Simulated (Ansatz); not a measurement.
Stishovite (SiO2) was calculated with PBE0 (PAW; Ansatz, a first-principles code).

Numerical settings: plane-wave cutoff 520 eV, 6×6×8 k mesh (along the axes of the cell as run), scalar-relativistic PAW data made under PBE.

Computed at the level's own relaxed cell.

Hill averages of the elastic tensor: K = 313.6 GPa, G = 227.7 GPa. Volume 7.751 Å³/atom, mean atomic mass 20.028 u.

**Question.** Work out the density, the sound velocities of a polycrystal and the elastic Debye temperature at this level.

**Answer.** ρ = 1.66054 × 20.028/7.751 = 4.291 g/cm³. v_l = √[(K + 4G/3)/ρ] = 11.993 km/s and v_t = √(G/ρ) = 7.285 km/s. The mean follows from 3/v_m³ = 1/v_l³ + 2/v_t³: v_m = 8.049 km/s. Θ_D = (ħ/k_B) v_m (6π²/V)^(1/3) = 76.38 K Å s/km × 8.049 × 1.9695 Å⁻¹ = 1211 K, counting all atoms of the cell.
